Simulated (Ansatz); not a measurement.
The reference is CdSe in the zinc blende structure (space group F-43m, No. 216).

```
CELL_PARAMETERS angstrom
      0.00000     3.06666     3.06666
      3.06666     0.00000     3.06666
      3.06666     3.06666     0.00000
ATOMIC_POSITIONS crystal
  Se 0.75000 0.75000 0.75000
  Cd 0.00000 0.00000 0.00000
```

Cartesian axes are those of the cell as printed.

The values are results of DFT with r2SCAN, PAW potentials and a 500 eV plane-wave cutoff in Ansatz (a quantum-chemistry and plane-wave program), no SOC, earlier PAW set, not measurements.

Before the change:

The pressure comes out as 0.01 GPa. The valence-band top at Γ is 0.00, 0.00, 0.00 eV.

Now apply this change: tensile biaxial strain of 0.57 % in the plane normal to [110], as in epitaxy on a mismatched substrate; the out-of-plane cell vector and the atoms relax.

Q: How does this affect the energy relative to the base, pressure, valence-band top at Γ and out-of-plane strain?

A: The energy rises by 0.4 meV/atom; the pressure (mean of the normal stresses, compression positive) falls by 0.30 GPa to -0.29 GPa; the valence-band top at Γ (three highest levels, from the VBM) becomes 0.00, -0.04, -0.05 eV (base: 0.00, 0.00, 0.00 eV); the out-of-plane strain is -0.55 %.

A biaxial case was relaxed in a doubled cell and then solved in the primitive one. The levels and masses belong to the bands next to the band gap. Stability against distortions was not tested.
